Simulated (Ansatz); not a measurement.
Structure of amorphous Ge$_{12}$Sb$_{12}$S$_{36}$ (periodic cell):

```xyz
60
Lattice="12.7647 -0.4745 -0.5251 -0.4745 11.1243 0.6227 -0.5251 0.6227 10.7040" Properties=species:S:1:pos:R:3 pbc="T T T"
Ge     2.0616     1.0440     1.2542
Ge     6.4637     0.7756     0.0086
Ge     4.7394     7.8465     1.5666
Ge     1.0594     4.2983     7.9886
Ge     8.7275     6.4970     4.0598
Ge     4.9649     6.2422     7.9021
Ge     5.1871     6.4944     4.7281
Ge     6.5601     9.6851     9.9134
Ge    11.0503     5.0235     6.5382
Ge    11.1312     8.8720     5.2349
Ge    10.4829     2.8277     3.9691
Ge     1.5275     6.6062     4.9438
Sb     4.0284     2.3002     6.0732
Sb     8.9562    10.8952     2.4150
Sb     0.1133     1.0302     6.5408
Sb     7.3082     2.1243     4.2632
Sb    11.9918     2.1814     9.2902
Sb    11.5675     4.3721     1.2498
Sb     1.6552    10.1852     9.9072
Sb     4.1556     4.1585     0.2239
Sb    -0.3214     8.8469     1.9953
Sb     0.5105     6.8503    10.1252
Sb     5.8200    10.1398     5.9977
Sb     8.5178     6.3539     9.4240
S      4.6803    10.9985     9.8365
S      4.8066     1.8473     1.0396
S     11.7142     0.9478     3.8221
S      1.2111     3.2468     5.9433
S      8.3435    10.8619    10.5333
S      4.2993     5.7841     2.8233
S      6.3931     1.3880     6.5554
S      6.6934     4.6078     9.9228
S      5.9851     4.9030     6.0721
S      2.1597     9.5503     1.7068
S     10.9147     1.0862     7.3663
S      6.7748     7.1870     0.3983
S      2.9057     7.6207    10.1623
S      9.9574     6.2171     0.9604
S      6.7733     8.0044     4.3197
S      3.4093     4.3226     8.4202
S      3.8200     0.8141     4.0324
S      9.0577     3.3148     5.6114
S      7.5077     2.6799     9.6682
S      1.5250     1.5996     9.3965
S      9.2359     2.6792     2.1228
S     10.4195     4.8266     8.9470
S      6.9391     8.8647     7.8358
S      3.6758     7.5506     6.0463
S      0.6290     6.5493     7.2122
S      0.8125     6.4675     1.9252
S      9.8133     7.0089     6.2201
S     -0.6145     9.1857     9.7807
S     12.3911     0.0446     0.6412
S      2.7299    11.0541     6.4678
S      0.4665     8.7731     4.5498
S      1.8090     3.6531     0.7949
S      6.4658    10.6610     2.4131
S      9.8786     8.5178     3.2370
S      8.5425    -0.0321     4.5793
S     11.6073     4.7630     3.7514
```

These are PBE-D3(BJ), scalar-relativistic without spin-orbit coupling (plane waves to 420 eV, PAW; Ansatz, a quantum-chemistry and plane-wave program) values and carry that method's errors.

Preparation: random packing, a CHGNet melt and quench, and a DFT relaxation. The hot cell started wider than the set density and was brought back towards it in steps. It is the lowest in DFT energy of 3 quenches. It is a model cell: composition and starting density were chosen by hand, and all elements were melted together. The geometry includes D3(BJ) dispersion. Its density started from a set value of 3.43 and ended at 3.83 g/cm³. The simulated quench (nominally 99 K/ps over its main leg) is rapid and tends to freeze in more defects than a deposited or slowly cooled glass has. A cell of this size samples the disorder only roughly. Volume and shape were free in the relaxation.

Bonds are counted up to Ge-Ge 2.85 Å, Ge-Sb 3.11 Å, Ge-S 2.78 Å, Sb-Sb 3.34 Å, Sb-S 2.78 Å, S-S 2.39 Å.

### Question
Give the coordination numbers, mean bond lengths and angles.

### Answer

```json
{
  "Mean coordination of Ge": "3.50 (6 with 3, 6 with 4)",
  "Mean coordination of Sb": "3.08 (11 with 3, 1 with 4)",
  "Mean coordination of S": "2.25 (1 with 1, 25 with 2, 10 with 3)",
  "Mean Ge-S bond": "2.397 Å (spread 0.141 Å, 41 counted)",
  "Mean Sb-S bond": "2.547 Å (spread 0.063 Å, 36 counted)",
  "Mean S-S bond": "2.109 Å (spread 0.000 Å, 2 counted)",
  "Bond angle at Ge": "mean 103.1°, spread 14.2°",
  "Bond angle at Sb": "mean 91.2°, spread 14.0°",
  "Bond angle at S": "mean 99.5°, spread 14.2°"
}
```

### Question
List the pairs of like atoms that count as bonded by the rules above.

### Answer
S32-S43 (2.11 Å), S41-S54 (2.11 Å).
